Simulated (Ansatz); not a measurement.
**Pressure series in SnS2**

Base system: SnS2 in the CdI2 type structure (space group P-3m1, No. 164; layered, stacked along the Cartesian z axis).

```
SnS2
1.0
    3.62607     0.00000     0.00000
   -1.81304     3.14027     0.00000
    0.00000     0.00000     5.57286
Sn S
1 2
Direct
  0.00000   0.00000   0.00000
  0.33333   0.66667   0.26445
  0.66667   0.33333   0.73555
```

Cell and atoms are relaxed at each pressure.

Level of theory: PBEsol-D3(BJ) (Ansatz, a program for electronic structure, PAW, no SOC).

Two rows of this table had their results exchanged by mistake.

```tsv
pressure	volume per atom (Å³)	shortest distance (Å)	band gap
pressure −2 GPa	23.07	2.573	1.36 eV
pressure −1 GPa	21.82	2.566	1.10 eV
pressure 15 GPa	17.51	2.497	zero
pressure 30 GPa	13.33	2.366	zero
pressure 50 GPa	14.57	2.407	zero
pressure 75 GPa	15.93	2.452	zero
pressure 100 GPa	12.39	2.339	zero
```

**Question.** Which two?

**Answer.** The rows for pressure 30 GPa and pressure 75 GPa: the volume has to fall steadily with pressure, so 15.93 Å³ belongs to pressure 30 GPa and 13.33 Å³ to pressure 75 GPa.

A case with no gap was solved on a k-mesh chosen for an insulator, which is coarse for it. Load acts through the strain it causes; cell and atoms are relaxed under it. Stability against distortions was not tested. Competing high-pressure phases were not computed. All final runs are without spin polarisation. The zero or small gap of SnS2 under pressure 15 GPa and SnS2 under pressure 30 GPa can change with the level of theory.
